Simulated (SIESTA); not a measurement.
**Predicting one run from its neighbours: the energy of slabs against their depth, a (001) slab of Ti (cut from a parent of space group no. 194; 4 atoms in the cell)**

```
Ti
1.0
    2.93525     0.00000     0.00000
   -1.46762     2.54200     0.00000
    0.00000     0.00000    20.98479
Ti
4
Direct
  0.66667   0.33333   0.44452
  0.33333   0.66667   0.33358
  0.66667   0.33333   0.66643
  0.33333   0.66667   0.55548
```
(The smallest cell of the table.)

Level of theory: LDA PW92, numerical atomic orbitals TZP, PseudoDojo LDA standard norm-conserving potentials (rewritten from UPF to PSML) in SIESTA.

Base settings: XC.functional = LDA; XC.authors = PW92; potentials = PseudoDojo LDA standard; PAO.BasisSize = TZP; PAO.EnergyShift = 0.005 Ry; MeshCutoff = 300 Ry; kgrid.MonkhorstPack = 6 6 1; OccupationFunction = FD; ElectronicTemperature = 1160.45 K; MaxSCFIterations = 150.

The starting cell has typed, rounded lattice constants, without a prior relaxation at this level. The slab is cut from that crystal, and its faces are unrelaxed. Its lattice was rescaled by up to half a per cent. Spin polarisation is off. Values carry the incompleteness of an atom-centred basis. Without a gap this mesh is coarse (it stands for a supercell whose shortest in-plane vector is 18 Å).

Deep slabs follow E = 2Aγ + N·e, so a straight line through E against N gives the surface energy without a separate bulk run; a round N·e is taken off to keep the numbers short. The area A is 7.461 Å².

```
atoms N  E − N·(-1614.338 eV) (eV)
-------  -------------------------
4                           1.5477
6                                ?
8                           0.7711
10                          0.3826
12                         -0.0059
```

Q: Fit the line to the 4 rows given and predict the withheld one.

A: Means: x̄ = 8.5000, ȳ = 0.67388. Σ(x − x̄)(y − ȳ) = -6.797 and Σ(x − x̄)² = 35.00, so b = -0.1942 and a = ȳ − b·x̄ = 2.3246; γ = a/2A = 2.496 J/m² (unrelaxed) and e = -1614.5322 eV per atom. The largest residual of the fitted rows is 0.00010. At x = 6 the line gives 1.1594 eV. The run gave 1.1596 eV, a miss of 0.0002 eV. The table is a window of a longer ladder. The rows were chosen because the form fits them, the withheld one included, so this shows the method and is no test of the form.

Left out of this page: 1 run of the series outside the window shown, repeating another row's setting, or not comparable.
